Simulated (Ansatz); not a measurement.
Relaxation of the atoms of B4Rh5 (P6_3/mmc, 18 atoms in the cell) at several settings

```yaml
crystal:
  lattice:
    - [3.32321, 0.00000, 0.00000]
    - [-1.66160, 2.87798, 0.00000]
    - [0.00000, 0.00000, 20.29893]
  atoms:
    - { symbol: B, position: [0.66667, 0.33333, 0.08595] }
    - { symbol: B, position: [0.33333, 0.66667, 0.91405] }
    - { symbol: B, position: [0.33333, 0.66667, 0.58595] }
    - { symbol: B, position: [0.66667, 0.33333, 0.41405] }
    - { symbol: B, position: [0.66667, 0.33333, 0.30366] }
    - { symbol: B, position: [0.33333, 0.66667, 0.69634] }
    - { symbol: B, position: [0.33333, 0.66667, 0.80366] }
    - { symbol: B, position: [0.66667, 0.33333, 0.19634] }
    - { symbol: Rh, position: [0.00000, 0.00000, 0.85243] }
    - { symbol: Rh, position: [0.00000, 0.00000, 0.14757] }
    - { symbol: Rh, position: [0.00000, 0.00000, 0.35243] }
    - { symbol: Rh, position: [0.00000, 0.00000, 0.64757] }
    - { symbol: Rh, position: [0.66667, 0.33333, 0.95261] }
    - { symbol: Rh, position: [0.33333, 0.66667, 0.04739] }
    - { symbol: Rh, position: [0.33333, 0.66667, 0.45261] }
    - { symbol: Rh, position: [0.66667, 0.33333, 0.54739] }
    - { symbol: Rh, position: [0.66667, 0.33333, 0.75000] }
    - { symbol: Rh, position: [0.33333, 0.66667, 0.25000] }
```

Base: LDA (PW92), default PAW files made with PBE in Ansatz (an electronic-structure program). Its settings: kpoints.mp_grid.grid = 7 7 1; hamiltonian.xc = lda; hamiltonian.pseudopotentials = {kind: paw} (the program's default PAW files); scf.occupations.method = cold; scf.occupations.width = 0.01 Ry. Starting volume 10.79 Å³ per atom.

Each line gives the change from the base single point and the result:

- atoms moved at random; relax: default → atoms; relax.f_tol: default → 0.03 eV/Å: pressure -10.30 GPa; largest force (vector length) 0.015 eV/Å; relaxation steps 4; free energy against the base single point 0.0 meV/atom.
- atoms moved at random; scf.convergence.dr2_threshold: default (1e-07 eV) → 0.001 eV; relax: default → atoms; relax.f_tol: default → 0.03 eV/Å: pressure -10.30 GPa; largest force (vector length) 0.016 eV/Å; relaxation steps 3; free energy against the base single point 0.0 meV/atom.
- atoms moved at random; relax: default → atoms; relax.f_tol: default → 0.005 eV/Å: pressure -10.29 GPa; largest force (vector length) 0.001 eV/Å; relaxation steps 5; free energy against the base single point 0.0 meV/atom.

The starting cell comes from a database of computed structures (which also holds hypothetical and non-ambient phases and stackings), without a prior relaxation at this level. Spin polarisation is off. Ansatz's pressure includes its estimate of the finite-basis (Pulay) stress.

Keys are those of Ansatz 0.2.
